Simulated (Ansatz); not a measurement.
Cost and result by functional for the surface energy of the (210) surface of beta tin in its 1x1 cell, outermost plane spacing 1.33 Å in the ideal cut, in Ansatz (plane waves, PAW). Single points on the PBE structure, on one kind of machine; costs are rough ratios of the slab run's core time (references not counted) to the cheapest single point. r2SCAN's cost holds its higher cutoff (500 against 420 eV). Differences are taken against r2SCAN for comparison alone: no measured value is at hand, so the table doesn't rank accuracy.

Slab: 18 atoms, 10.6 Å thick at the start; k 12x3x1, smearing 0.1 eV, dipole-corrected; all atoms relaxed; symmetry of the start imposed; no spin, no spin-orbit, no U. These notes are the PBE run's.

| functional | relative cost | surface energy (J/m²) | less r2SCAN (J/m²) |
|---|---|---|---|
| LDA | 1 | 0.57 | 0.10 |
| RPBE | 1 | 0.29 | -0.17 |
| PBEsol | 1 | 0.52 | 0.05 |
| r2SCAN | 2 | 0.46 | 0.00 |
| PBE (the relaxed run's value) | – | 0.39 | -0.07 |

The values span 0.28 J/m², while the single points' costs differ by a factor of roughly 2. Differences are of unrounded values.

Ansatz is a program for electronic structure.
